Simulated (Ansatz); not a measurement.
The cell is built on a prototype and need not be the phase stable at ambient conditions.

Inside the gap of an insulator the Bloch states are evanescent, with a wavenumber k + iκ along the transport direction.

Data:

```
BeS
1.0
    5.60175     0.00000     0.00000
    0.00000     5.88161     0.00000
    0.00000     2.94081     1.69787
Be S
2 2
Cartesian
  0.00303   1.96054   0.00000
  2.80391   3.92107   0.00000
  2.09651   1.96054   0.00000
  4.89738   3.92107   0.00000
```

Space group of this cell: P6_3mc, wurtzite. The cell was relaxed by PBE-D3(BJ); by r2SCAN its mean pressure is 3.4 GPa.

Transport runs along the normal of the first two printed cell vectors.

The gap is the functional's own. No spin-orbit coupling. Mid-gap values are interpolated on the energy grid.

Q: Estimate the band gap and the smallest decay constant κ at mid-gap that r2SCAN (Ansatz, a first-principles code) returns for this system.

A: Gap 3.96 eV on a 6×18×18 mesh; κ = 0.289 1/Å, at the zone centre.
